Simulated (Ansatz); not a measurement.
Consider interstitial H in amorphous Ga28O42 (a melt-quenched model of 70 atoms), charge state +1. The step: several atoms move together, Ga the farthest; the atom moves 1.28 Å along (0.09, -0.05, -0.09) of the unit cell; the moving atom starts with neighbours O at 1.81, O at 1.88, O at 1.89, O at 1.93 Å and ends with O at 1.89, O at 1.92, O at 1.98, O at 2.07, O at 2.18, O at 2.40 Å. DFT values are from Ansatz (plane-wave PAW, 420 eV unless said) in a cell of 70 host sites, spin-restricted, static, with no finite-size correction. The charge state is imposed; whether it is stable for some Fermi level was not computed. Sites that were not tried may lie lower. The start lies 0.19 eV above the lowest site run (PBE). For the PBE band: the saddle point's order was not checked.

```
Level                                                              Forward barrier (eV)  Cost of the band or of the saddle's single point
-----------------------------------------------------------------  --------------------  ------------------------------------------------
CHGNet universal potential (has no charge state), its own band                     0.41                                                 -
PBE, the Γ point alone, band relaxed                                               0.41                           roughly 15 core-minutes
PBE, a 2×2×2 k-point mesh shifted by half a step, same geometries                  0.41                            roughly 5 core-minutes
r2SCAN at 500 eV, the Γ point alone, same geometries                                [?]            about 90 core-seconds (a rough figure)
```

**Question.** Fill in the missing entries.

**Answer.** 
- r2SCAN at 500 eV, the Γ point alone, same geometries, Forward barrier (eV): 0.53

Ansatz is a quantum-chemistry and plane-wave program.
